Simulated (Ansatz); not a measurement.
## SnTe: stress against strain

SnTe (rock salt, Fm-3m, 31.094 Å³/atom at rest, cube axes along x, y and z) under a strain ε along a cube axis (axis z), the other axes held. PBEsol in Ansatz, a plane-wave DFT program (PAW, default set), 420 eV, 13×13×13 Γ-centred mesh, Fermi-Dirac smearing 0.05 eV; ions are relaxed within the symmetry of each cell. Stress is positive for a compressed cell.

Here s stands for strain and y for stress zz.

```csv
strain (%),stress zz (GPa)
-1.50,2.25
-1.00,1.45
-0.50,0.70
0.00,-0.01
0.50,-0.67
1.00,-1.30
1.50,-1.88
3.00,?
```

**Question.** Using a straight line, estimate the missing y at s = 3.00 from the other rows, showing the fit.

**Answer.** Means: s 0, y 0.077. About the means, the sum of products is -9.6300 and the sum of squares of s is 7.0000; the slope is their ratio. Least squares gives y = 0.077 - 1.3757·s. Residuals (row less fit): 0.109, -0.003, -0.065, -0.087, -0.059, -0.001, 0.107; standard error 0.088 (degrees of freedom: 5). The slope gives the elastic constant C11 = 138 ± 3 GPa. At the withheld row, y = 0.077 - 1.3757 × 3.0 = -4.050 GPa. The calculation gives -3.41 GPa, 0.640 GPa above the prediction (11.3 % of the range of y in the table). The row lies outside the fitted rows, so this is an extrapolation. From the scatter of the fitted rows alone, a prediction at this place has a standard error of 0.137 GPa, so the miss is 4.7 times that.

One order more, fitted to all 13 runs of the series, follows each within 0.02, so the miss is the next term of a smooth law. SnTe stands in this structure, which distorts at low temperature. Rows are the converged runs of the series near zero and its far end; series whose fitted rows scatter by over a few per cent of the range, as at a crossing or softening among them, aren't shown in this form. Most that stay on the fit to the last digits aren't either.
